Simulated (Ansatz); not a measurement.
Output of an Ansatz run (abridged):

```
WARN the atoms were moved onto the symmetric positions of the space group found under crystal.symmetry.tolerance 1.0e-5 (fractional …
WARN ansatz: RAYON_NUM_THREADS=1 ignored (pool sized by the plan → 1); use --threads N
Pseudopotentials: kind: paw
Pseudopotential: Ge, paw, valence charge 14
Pseudopotential: Se, paw, valence charge 16
Crystal: 6 atoms, lattice volume = 276.170 Å³
Basis set: ecut = 420 eV, 5413 PW (Γ), exchange–correlation on 54×54×300 points (8 copies of the dense FFT grid, shifted against one another)
Bands: 54, of which v1, the nominal top of the filled ones, is band 45 counted from 1 (44 counted from 0)
Symmetry: 6 space group operations
Space group: P3m1 (ITA 156), of the structure as read, at distance tolerance 6.5e-5 Å
k-points: 8 of 49 (time reversal used)
Initial density: superposition of atomic densities (neutral atoms: chi_scale 0, normalization atom), corrected by the library's trained network
Initial wavefunctions: pseudopotential atomic-orbital guess
Eigensolver: davidson
Functional: x = pbe(κ = 0.804, μ = 0.2195149727645171), c = pbe(β = 0.06672455060314922)
SCF iter   1: F=—  HF=-29292.973565 eV  |F-HF|=—  |Δ(HF+E_count)|=         —  Δρ=3.32e-3  dr2=8.90e-1  ethr=1.77e-3  ⟨swp⟩=7.4  Hψ=1669  notcnv=0
all-band conjugate gradients solve this SCF's bands
preconditioner: auto → Resta (q_TF=auto, 2.263 Å⁻¹)
SCF iter   2: F=—  HF=-29293.270429 eV  |F-HF|=—  |Δ(HF+E_count)|=   2.78e-1  S|Δr|=   2.17e-1  Δρ=9.56e-3  dr2=8.35e0  ethr=9.89e-4  ⟨swp⟩=3.0  Hψ=605  notcnv=0  defer=20  recentre
preconditioner: auto → LDOS
SCF iter   3: F=—  HF=-29292.943204 eV  |F-HF|=—  |Δ(HF+E_count)|=   3.27e-1  S|Δr|=    0.00e0  Δρ=1.82e-3  dr2=1.99e-1  ethr=9.89e-4  ⟨swp⟩=2.9  Hψ=556  notcnv=0  defer=15
SCF iter   4: F=—  HF=-29292.930891 eV  |F-HF|=—  |Δ(HF+E_count)|=   1.23e-2  S|Δr|=    0.00e0  Δρ=7.15e-4  dr2=5.24e-3  ethr=2.21e-4  ⟨swp⟩=1.6  Hψ=465  notcnv=0  defer=14
SCF iter   5: F=—  HF=-29292.930389 eV  |F-HF|=—  |Δ(HF+E_count)|=   5.02e-4  S|Δr|=    0.00e0  Δρ=4.16e-4  dr2=1.01e-2  ethr=5.82e-6  ⟨swp⟩=2.1  Hψ=641  notcnv=0  defer=14
SCF iter   6: F=—  HF=-29292.929851 eV  |F-HF|=—  |Δ(HF+E_count)|=   5.39e-4  S|Δr|=    0.00e0  Δρ=1.05e-4  dr2=1.43e-4  ethr=5.82e-6  ⟨swp⟩=1.2  Hψ=414  notcnv=0  defer=14
SCF iter   7: F=—  HF=-29292.929829 eV  |F-HF|=—  |Δ(HF+E_count)|=   2.21e-5  S|Δr|=    0.00e0  Δρ=3.76e-5  dr2=1.28e-5  ethr=1.59e-7  ⟨swp⟩=2.0  Hψ=567  notcnv=0  defer=14
SCF iter   8: F=—  HF=-29292.929834 eV  |F-HF|=—  |Δ(HF+E_count)|=   5.58e-6  S|Δr|=    0.00e0  Δρ=8.51e-6  dr2=5.68e-7  ethr=1.42e-8  ⟨swp⟩=2.0  Hψ=584  notcnv=0  defer=21
SCF iter   9: F=—  HF=-29292.929834 eV  |F-HF|=—  |Δ(HF+E_count)|=   2.67e-7  S|Δr|=    0.00e0  Δρ=3.93e-6  dr2=2.20e-7  ethr=1.11e-10  ⟨swp⟩=11.5  Hψ=2011  notcnv=0
SCF iter  10: F=-29292.929834 eV  HF=-29292.929834 eV  |F-HF|=2.37e-8  |Δ(HF+E_count)|=   8.72e-9  S|Δr|=    0.00e0  Δρ=1.27e-6  dr2=3.76e-8  ethr=1.11e-10  ⟨swp⟩=5.0  Hψ=1381  notcnv=0
SCF 1 converged in 10 iterations: F = -29292.929834 eV  dr2 = 3.76e-8
SCF converged after 10 iterations
Stability not checked (fill_not_monotonic)
Free energy (F): -29292.929834 eV
Harris-Foulkes:  -29292.929834 eV  (|F-HF|=2.37e-8)
Internal energy: -29292.927650 eV  (E = F + TS)
E sigma→0 (E₀):  -29292.929106 eV
Entropy (-TS):   -0.002184 eV (-0.364 meV/atom)
Fermi energy:    2.380146 eV
Step filling:    the computed levels leave a gap of 0.1318 eV = 1.3 smearing widths
--- Per-component energies (eV) ---
  E_band       = -2177.291753
  E_kinetic    = 684.518878
  E_local      = -80159.419962  (includes V_loc(G=0)·N_el)
  E_nonlocal   = -541.741116
  E_hartree    = 39292.712351
  E_xc         = -538.796101
  E_vxc        = -486.993390  (∫ρ·V_xc dr)
  E_paw        = -11781.033032  (= ΣΔE_a)
  E_vpaw       = -259.063478  (= ΣTr[D̂ρ^β])
  E_aug_tail   = -0.000883  (compensation charges beyond the density's cutoff)
  E_ewald      = 23750.832214
  E_smearing   = -0.002184  (= −TS)
  E_closure    = -0.000000  (closes the sum)
  Σ components = -29292.929834   (vs F -29292.929834, Δ=0.00e0)
--- Forces (eV/Å), atoms counted from 1 ---
  atom   1  Ge    -0.00000000     0.00000000    -0.93012422
  atom   2  Ge     0.00000000     0.00000000    -0.49348344
  atom   3  Ge    -0.00000000    -0.00000000     0.24522472
  atom   4  Se     0.00000000    -0.00000000     0.30436142
  atom   5  Se    -0.00000000    -0.00000000     0.49801403
  atom   6  Se     0.00000000    -0.00000000     0.37599483
  max |Σ_I F_I| component: 1.27e-5 eV/Å
--- Stress (GPa, compression-positive) ---
        1.219890      -0.000000       0.000000
       -0.000000       1.219890      -0.000000
        0.000000      -0.000000       1.427028
  P = ⅓ Tr σ = 1.2889 GPa (12.889 kbar)
  The stress holds the Pulay correction. Without it, at fixed plane waves, as pw.x and ABINIT print it: P = 1.2798 GPa
--- Band table (eV; the first three rows and the last of 8) ---
  k-point 0: bands = ["-46.6021", "-46.6021", "-46.5852", "-46.5852", "-46.5784", "-46.0493", "-46.0493", "-46.0457", "-46.0457", "-46.0441", "-45.1421", "-45.1421", "-45.1281", "-45.1281", "-45.1227", "-23.1061", "-23.1061", "-23.0622", "-23.0622", [...]
  k-point 1: bands = ["-46.6021", "-46.6020", "-46.5852", "-46.5852", "-46.5784", "-46.0493", "-46.0492", "-46.0458", "-46.0457", "-46.0441", "-45.1421", "-45.1419", "-45.1282", "-45.1281", "-45.1227", "-23.1067", "-23.1043", "-23.0635", "-23.0625", [...]
  k-point 2: bands = ["-46.6021", "-46.6018", "-46.5853", "-46.5852", "-46.5782", "-46.0493", "-46.0489", "-46.0459", "-46.0458", "-46.0439", "-45.1420", "-45.1417", "-45.1283", "-45.1282", "-45.1225", "-23.1081", "-23.1003", "-23.0663", "-23.0630", [...]
  k-point 7: bands = ["-46.6019", "-46.6017", "-46.5854", "-46.5853", "-46.5781", "-46.0491", "-46.0489", "-46.0459", "-46.0458", "-46.0438", "-45.1418", "-45.1416", "-45.1283", "-45.1282", "-45.1224", "-23.1062", "-23.0994", "-23.0675", "-23.0652", [...]
```

The structure:

```
CELL_PARAMETERS angstrom
      3.80354     0.00000     0.00000
     -1.90177     3.29396     0.00000
      0.00000     0.00000    22.04300
ATOMIC_POSITIONS crystal
  Ge 0.00000 0.00000 0.38158
  Ge 0.66667 0.33333 0.53201
  Ge 0.33333 0.66667 0.68244
  Se 0.66667 0.33333 0.31756
  Se 0.33333 0.66667 0.46798
  Se 0.00000 0.00000 0.61841
```

Problem. Write an input that gives this output.

Solution. Other spellings and defaults could give the same log, and not every line can be read from it. The input that was run (DFT, PBE, plane waves, default PAW files):

Ansatz 0.2 input:
```yaml
crystal:
  lattice:
    - [3.803535, 0.000000, 0.000000]
    - [-1.901768, 3.293958, 0.000000]
    - [0.000000, 0.000000, 22.043000]
  atoms:
    - { symbol: Ge, position: [0.000000, 0.000000, 0.381581] }
    - { symbol: Ge, position: [0.666667, 0.333333, 0.532010] }
    - { symbol: Ge, position: [0.333333, 0.666667, 0.682439] }
    - { symbol: Se, position: [0.666667, 0.333333, 0.317561] }
    - { symbol: Se, position: [0.333333, 0.666667, 0.467985] }
    - { symbol: Se, position: [0.000000, 0.000000, 0.618414] }
basis:
  ecutwfc: 420.0 eV
kpoints:
  mp_grid: { grid: [7, 7, 1] }
hamiltonian:
  xc: pbe
  pseudopotentials: { kind: paw }
scf:
  occupations: { method: cold, width: 0.1 eV }
output:
  forces: true
  eigenvalues: true
  stress: true
```

The starting cell was generated: these elements placed on a structure prototype, without a prior relaxation; it need not be a known phase or ordering of this composition. The slab is cut from that crystal, and its faces are unrelaxed. Its lattice was rescaled in the plane by a random factor within 2.5 % of one. Spin polarisation is off, though cut faces can carry moments. The two faces of this cut differ, and no dipole correction was used.

Ansatz is a program for electronic structure.
